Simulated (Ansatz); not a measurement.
We consider AlBN2 (model structure, started from the BeSiN2 type, I-42d, No. 122, 8 atoms in the cell), described by G0W0@PBEsol (hard PAW, contour deformation, complete-basis limit; Ansatz, a program for electronic structure).

Settings: largest k mesh 8×8×8 (not extrapolated in the mesh).

Cell (relaxed with PBEsol):

Space group I-42d (No. 122); a = b = 4.087 Å, c = 7.620 Å, α = β = γ = 90.00°

```json
[
 {"atom": "Al", "site": "4a", "symmetry": "-4..", "x": "0.0000", "y": "0.0000", "z": "0.0000"},
 {"atom": "B", "site": "4b", "symmetry": "-4..", "x": "0.0000", "y": "0.0000", "z": "0.5000"},
 {"atom": "N", "site": "8d", "symmetry": ".2.", "x": "0.3067", "y": "0.2500", "z": "0.1250"}
]
```
(The calculation used a cell of 8 atoms; values per cell refer to that cell.)

Q: Estimate the band gap that the calculation returns.

A: 
band gap: 4.59 eV (direct)

Note: the relaxation could raise the start's symmetry but not lower it, so the cell can be a saddle point; the gap holds a correction of +0.59 eV to the complete basis.

The computed numbers hold no vibrational or temperature effects.

A model structure was made by putting elements into a prototype or built by hand; it is no filed structure, need not be a known phase, and can be a saddle point held by its symmetry.
